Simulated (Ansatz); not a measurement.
Base system: AgI in the wurtzite structure (space group P6_3mc, No. 186; a = 4.560 Å, c = 7.451 Å). Axes: x lies along a and z along c of the hexagonal cell.

Method: DFT with PBEsol, PAW potentials and a 420 eV plane-wave cutoff in Ansatz (a quantum-chemistry and plane-wave program), no SOC, earlier PAW set.

For the base:

```
Item                            Result
-----------------------------  -------
Width of the top valence band  1.47 eV
```

One thing is altered: compressive biaxial strain of 1.53 % in the plane normal to [001], as in epitaxy on a mismatched substrate; the out-of-plane cell vector and the atoms relax.

Problem. What does the calculation give for the width of the top valence band after the change?

Solution. The width of the top valence band goes up by 0.028 eV to 1.49 eV.

Problem. What happens to the in-plane stress?

Solution. The mean in-plane stress (compression positive) amounts to +0.6 GPa.

With I present, leaving out spin-orbit coupling can change the band edges. The levels and masses belong to the bands next to the band gap. No phonon test of stability was made.
